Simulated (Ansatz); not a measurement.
Ni on the Si site (Ni_Si) in beta Si3N4: one set of geometries, relaxed with PBE, evaluated in Ansatz (PAW, plane waves to 420 eV, 500 eV under r2SCAN) with PBE, r2SCAN.

Details: 84-site cell; 2×2×2 shifted k-points; start: the Si(1) site; charged states image-corrected; no Hubbard U; energies good to tenths of an eV; flagged in the runs: a doubtful potential alignment, a host whose relaxation on this sampling wasn't shown to rest.

```tsv
quantity	PBE	r2SCAN
host gap (eV)	4.25	…
ε(0/−1) above the VBM (eV)	0.46	…
ε(−1/−2) above the VBM (eV)	2.23	…
neutral formation energy against fcc Ni, ferromagnetic, silicon (eV)	6.44	…
largest moment on one atom at charge 0 (μB)	1.69	…
largest moment on one atom at charge −1 (μB)	1.59	…
largest moment on one atom at charge −2 (μB)	1.34	…
```

### Question
Given the lower rungs, what does r2SCAN give?

### Answer

- host gap (eV), r2SCAN: 4.90
- ε(0/−1) above the VBM (eV), r2SCAN: 0.45
- ε(−1/−2) above the VBM (eV), r2SCAN: 2.32
- neutral formation energy against fcc Ni, ferromagnetic, silicon (eV), r2SCAN: 6.36
- largest moment on one atom at charge 0 (μB), r2SCAN: 1.81
- largest moment on one atom at charge −1 (μB), r2SCAN: 1.74
- largest moment on one atom at charge −2 (μB), r2SCAN: 1.48

Ansatz is a program for electronic structure.
